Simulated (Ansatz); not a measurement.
Effect of pressure 7.5 GPa on Nb2N

Take Nb$_{2}$N (space group P-31m, No. 162; a = 5.2670 Å, c = 4.9437 Å; a cell from a computed database, its experimental status unchecked) as the base.

It is then changed as follows: a hydrostatic pressure of 7.5 GPa.

Calculations: Ansatz (a quantum-chemistry and plane-wave program) PBEsol, no spin-orbit coupling. Settings: 10×10×10 k-points, 0.05 eV Fermi–Dirac smearing.

| quantity | base | changed | shift |
|---|---|---|---|
| volume per atom | 13.20 Å³ | 12.86 Å³ | -0.34 Å³ |
| density | 8.38 g/cm³ | 8.60 g/cm³ | +0.22 g/cm³ |
| lattice parameter a | 5.267 Å | 5.220 Å | -0.047 Å |
| c/a ratio | 0.939 | 0.939 | +0.0009 |
| enthalpy H = E + PV relative to the base's energy | – | +0.61 eV/atom | – |
| band gap | zero | zero | – |

Load acts through the strain it causes; cell and atoms are relaxed under it. Whether these cells are dynamically stable was not tested. No other phases were tried under pressure. The final runs are not spin-polarised. An odd electron count without spin: Nb2N.
